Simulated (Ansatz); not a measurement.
A periodic model of amorphous In24O37Ba:

```xyz
62
Lattice="9.7277 -0.1287 0.0327 -0.1287 9.6739 -0.0699 0.0327 -0.0699 9.4745" Properties=species:S:1:pos:R:3 pbc="T T T"
In     5.3950     7.8173     1.0402
In     1.0965     1.9412     6.9537
In     8.3615     0.0680     5.7402
In     1.6438     3.5699     0.7912
In     4.4206     2.2705     6.0888
In     5.5017     7.0028     6.6717
In     9.1011     6.2454     5.3476
In     6.8472     1.6503     2.8410
In     3.5009     2.6923     3.1942
In     9.1784     0.9617     0.5278
In     7.8367     3.4444     7.1904
In     3.0822     6.0542     3.8569
In     4.4205     9.1252     4.0919
In     8.2336     4.6605     1.6018
In     6.2475     5.1790     3.9775
In     8.2783     6.7468     8.6995
In     1.8664     5.1114     6.9840
In     1.7933     6.9933     0.6085
In     1.3458     0.0347     3.8610
In     2.2963     8.4237     6.7327
In     3.0403     0.5643     0.5420
In     0.3387     3.5621     4.0104
In     6.5911     0.4864     8.4660
In     8.2095     8.0393     2.3121
O      7.2155     1.6878     0.7296
O      3.5600     6.9007     1.7823
O      2.4466     8.0816     4.4649
O      0.0430     9.6018     2.0627
O      4.3285     4.2665     4.5251
O      6.6815     8.8157     6.7098
O      1.9378     8.6232     8.8940
O      1.7775     2.0896     4.4652
O      2.1162     5.1099     9.0772
O      6.1796     9.1549     2.6908
O      5.1328     1.6115     4.1814
O      7.8664     8.7283     0.1225
O      8.8007     8.0841     4.3723
O      0.0546     3.7162     6.3878
O      5.0659     7.0068     4.5430
O      0.8163     0.0533     6.0906
O      8.5497     1.3398     7.6153
O      0.1312     6.7854     7.2415
O      6.7869     6.4199     2.0670
O      3.5512     2.5903     1.0362
O      1.3023     1.6750     9.1200
O      8.3103     1.6983     4.3958
O      3.1437     0.4045     2.6633
O      6.0418     6.6539     8.6969
O      1.3355     5.4935     4.9779
O      7.9649     4.5986     8.9630
O      9.4790     6.5144     1.1255
O      6.3851     3.7222     2.3893
O      2.1423     4.3846     2.7029
O      5.9467     2.5038     7.5128
O      8.5439     4.9204     3.7542
O      3.9415     0.1744     6.2063
O      9.5569     2.9743     1.8201
O      3.4047     6.6419     6.9869
O      4.7615     9.3518     9.3058
O      2.8458     3.1519     7.1350
O      7.0772     5.3964     6.0578
Ba     5.1522     4.2917    -0.0048
```

These are PBE, scalar-relativistic without spin-orbit coupling (plane waves to 420 eV, PAW; Ansatz, a quantum-chemistry and plane-wave program) values and carry that method's errors.

Preparation: random packing, a CHGNet melt and quench, and a DFT relaxation. O atoms were pushed apart under 1.9 Å during the dynamics, to hinder bonds among them. The hot cell started wider than the set density and was brought back towards it in steps. It is the lowest in DFT energy of 2 quenches. It is a model cell: composition and starting density were chosen by hand, and all elements were melted together. No dispersion term was used. Its density started from a set value of 6.49 and ended at 6.49 g/cm³. The quench (nominally 280 K/ps over its main leg) was far faster than any real one, so the model tends to hold more defects than a real film. A cell of this size samples the disorder only roughly. The volume was held where the preparation left it and the shape relaxed, at a PBE pressure of -1.2 GPa (tension). Stress components on the final sampling reach 1.3 GPa. On a 2×2×2 Γ-centred mesh force components of up to 0.13 eV/Å stay, since the relaxation ran on the zone centre alone.

Cut-offs for bonds: In-In 3.12 Å, In-O 2.84 Å, In-Ba 3.93 Å, O-O 1.58 Å, O-Ba 3.37 Å, Ba-Ba 4.73 Å. Two cations that share two anions don't count as bonded, nor two that share one unless they lie closer than In-In 3.04 Å, In-Ba 3.82 Å, Ba-Ba 4.60 Å.

### Question
Give the coordination numbers, mean bond lengths and angles.

### Answer

```yaml
Mean coordination of In by anions: 5.58 (1 with 4, 9 with 5, 13 with 6, 1 with 7); 1 close contacts or bonds to cations besides
Mean coordination of O: 3.78 (10 with 3, 25 with 4, 2 with 5)
Mean coordination of Ba by anions: 6.00 (1 with 6); 1 close contacts or bonds to cations besides
Mean In-O bond: 2.226 Å (spread 0.130 Å, 134 counted)
Mean O-Ba bond: 2.797 Å (spread 0.207 Å, 6 counted)
Bond angle at In: mean 104.0°, spread 27.8°
Bond angle at O: mean 109.6°, spread 17.3°
Bond angle at Ba: mean 99.9°, spread 31.1°
```

### Question
List the pairs of like atoms that count as bonded by the rules above.

### Answer
There are none by these rules.
